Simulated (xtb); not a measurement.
xtb 6.7.1, GFN1-xTB: In(All)2(OH) (C=C[CH2][In]([OH])[CH2]C=C), 19 atoms. The geometry is a generated start, not checked to be a minimum at this level.

| Item | Result |
|---|---|
| run flags | --grad |
| method | GFN1-xTB |
| --acc | 1 (default) |
| --etemp (K) | 300 (default) |
| basis functions | 60 |
| valence electrons | 44 |

```xyz
19

In    -0.0643     0.5705     0.7694
C      1.7276    -0.5958     1.6895
C      1.6521    -2.0370     1.5355
C      2.1685    -2.7098     0.5068
H      1.6876    -0.2402     2.7153
H      2.5368    -0.1259     1.1343
H      1.1309    -2.5816     2.3172
H      2.6889    -2.2007    -0.2921
H      2.1011    -3.7817     0.4344
C     -2.0176     0.3355    -0.5267
C     -2.0715     1.4592    -1.4465
C     -1.6513     1.4184    -2.7107
H     -2.8146     0.3288     0.2145
H     -1.9071    -0.6292    -1.0120
H     -2.4733     2.3874    -1.0507
H     -1.2573     0.5107    -3.1418
H     -1.7120     2.2749    -3.3592
O      0.4046     2.4344     1.2403
H     -0.1289     3.1823     0.9825
```

One run each on 1 thread. Values of broydamp tried: 0.02, 0.05, 0.1, 0.2, 0.4 (default), 0.6, 0.8, 1.

Q: Which value of broydamp needs the fewest SCC iterations, and what happens away from it?

A: Fewest SCC iterations, within one of each other: 0.4 (default) with 10, 0.6 with 11. The count rises to 20 at 0.02. All converge to one solution.

| broydamp | SCC iterations | end |
|---|---|---|
| 0.02 | 20 | same solution |
| 0.05 | 18 | same solution |
| 0.1 | 15 | same solution |
| 0.2 | 13 | same solution |
| 0.4 (default) | 10 | same solution |
| 0.6 | 11 | same solution |
| 0.8 | 13 | same solution |
| 1 | 14 | same solution |
